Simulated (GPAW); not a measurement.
**Predicting one run from its neighbours: the energy of slabs against their depth, a (001) slab of NaCl (cut from a parent of space group no. 225; 4 atoms in the cell)**

```
NaCl
1.0
    4.00005     0.00000     0.00000
   -4.00005     4.00005     0.00000
    0.00000     0.00000    16.82850
Cl Na
2 2
Cartesian
 -2.00002   2.00002   9.82850
  0.00000   0.00000   7.00000
  0.00000   0.00000   9.82850
 -2.00002   2.00002   7.00000
```
(The smallest cell of the table.)

Computed with PBE, GPAW PAW datasets PBE (gpaw-data 1.0.1) (plane waves; GPAW).

Base settings: mode = pw; ecut = 850 eV; xc = PBE; kpts = 4 4 1; mesh shift (steps) = 0 0 0; occupations.name = fermi-dirac; occupations.width = 0.01 eV; nbands = -10; symmetry.symmorphic = false; symmetry.tolerance = 0.0005.

The starting cell has typed, rounded lattice constants, without a prior relaxation at this level. The slab is cut from that crystal, and its faces are unrelaxed. Its lattice was rescaled by up to half a per cent. Spin polarisation is off, though cut faces can carry moments.

Deep slabs follow E = 2Aγ + N·e, so a straight line through E against N gives the surface energy without a separate bulk run; a round N·e is taken off to keep the numbers short. The area A is 16.000 Å².

```
atoms N  E − N·(-3.373 eV) (eV)
-------  ----------------------
4                        0.2342
8                        0.1756
12                       0.1159
16                            ?
20                      -0.0033
```

Problem. Fit the line to the 4 rows given and predict the withheld one.

Solution. Means: x̄ = 11.000, ȳ = 0.13060. Σ(x − x̄)(y − ȳ) = -2.080 and Σ(x − x̄)² = 140.0, so b = -0.01486 and a = ȳ − b·x̄ = 0.29406; γ = a/2A = 0.147 J/m² (unrelaxed) and e = -3.3879 eV per atom. The largest residual of the fitted rows is 0.00042. At x = 16 the line gives 0.0563 eV. The run gave 0.0563 eV, a miss of 0.0000 eV. The rows were chosen because the form fits them, the withheld one included, so this shows the method and is no test of the form.
